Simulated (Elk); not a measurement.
Elk run on NiPt₃ (Pm-3m, 4 atoms in the cell): self-consistent single point.

Method of the run: LDA (PW92), all-electron FP-LAPW, Elk's shipped species files, default APW+lo basis in Elk 10.2.4.

```xyz
4
Lattice="3.8385 0.0000 0.0000 0.0000 3.8385 0.0000 0.0000 0.0000 3.8385" Properties=species:S:1:pos:R:3 pbc="T T T"
Ni     0.0000     0.0000     0.0000
Pt     0.0000     1.9192     1.9192
Pt     1.9192     0.0000     1.9192
Pt     1.9192     1.9192     0.0000
```
Moments meant for the start (each program seeds them in its own way; μB, in the order of the atoms Ni Pt Pt Pt): 2.0 0.0 0.0 0.0.

Reference input (self-consistent single point, DFT, PBEsol, all-electron FP-LAPW, Elk's shipped species files, default APW+lo basis): xctype = 22; spinpol = true; rgkmax = 7; stype = 0; swidth = 0.00367493 Ha; ngridk = 9 9 9; reducebf = 0.8; nempty = 10 per atom; bfcmt = [[0.0, 0.0, -1.0], [0.0, 0.0, 0.0], [0.0, 0.0, 0.0], [0.0, 0.0, 0.0]]. This run's input differs from it in these lines:

```diff
@@ -4,3 +4,3 @@
 xctype
-  22
+  3
```

Output (repeated stretches shortened):

```
│ Self-consistent loop started │
│ Loop number : 1 │
 total energy                :     -56790.8794299
 total moment                :   0.4023227718
│ Loop number : 2 │
 total energy                :     -56793.4357077
 total moment                :   0.4484173685
RMS change in Kohn-Sham potential (target) :   0.5678941907     (  0.1000000000E-05)
Absolute change in total energy (target)   :    2.556277854     (  0.1000000000E-03)
│ Loop number : 3 │
 total energy                :     -56813.6885348
 total moment                :   0.8741247685
RMS change in Kohn-Sham potential (target) :   0.3216176638     (  0.1000000000E-05)
   [... lines left out ...]
│ Loop number : 29 │
 total energy                :     -56827.6983995
 total moment                :    1.128834097
RMS change in Kohn-Sham potential (target) :   0.2260525027E-05 (  0.1000000000E-05)
Absolute change in total energy (target)   :   0.3422857844E-05 (  0.1000000000E-03)
│ Loop number : 30 │
 total energy                :     -56827.6983284
 total moment                :    1.128564881
RMS change in Kohn-Sham potential (target) :   0.8019870168E-06 (  0.1000000000E-05)
Absolute change in total energy (target)   :   0.7018440374E-04 (  0.1000000000E-03)
Convergence targets achieved

│ Loop number : 31 │

Energies :
 Fermi                       :     0.370003388745
 xc effective B-field        :    -0.100558434128E-01
 external B-field            :      0.00000000000
 total energy                :     -56827.6982941
 (external B-field energy excluded from total)

Density of states at Fermi energy :    199.4749143
 (states/Hartree/unit cell)

Estimated indirect band gap :   0.5742340903E-03
 from k-point     28 to k-point     21
Estimated direct band gap   :   0.7118936909E-03
 at k-point     21

Charges :
 core                        :    156.0000000
 valence                     :    106.0000000
 interstitial                :    4.564184919
 muffin-tins (core leakage)
  species :    1 (Ni)
   atom    1                 :    27.26825130     (  0.2940853587E-03)
  species :    2 (Pt)
   [... lines left out ...]

Moments :
 interstitial                :  -0.1711888256E-01
 muffin-tins
  species :    1 (Ni)
   atom    1                 :   0.6714818240
  species :    2 (Pt)
   atom    1                 :   0.1580415464
   atom    2                 :   0.1580415464
   atom    3                 :   0.1580415464
 total in muffin-tins        :    1.145606463
 total moment                :    1.128487581

│ Self-consistent loop stopped │
```

The run converged in 31 iterations. The count includes the last loop, which Elk runs after its targets are met. Against the reference run the size of the net moment goes from 0.32 to 0.28 μB/atom.

The starting cell comes from a database of computed structures (which also holds hypothetical and non-ambient phases and stackings), without a prior relaxation at this level. Its lattice was rescaled by a random factor within 2.5 % of one. Spin-orbit coupling is off. With one magnetic atom in the cell only a parallel order is possible. Values depend on the basis (sphere radii, cutoffs, local orbitals), which need not be converged. The log's line on a gap gives a spacing of levels on this mesh, which the program prints for metals too.

Cost on one core of a shared machine: roughly 2 min.
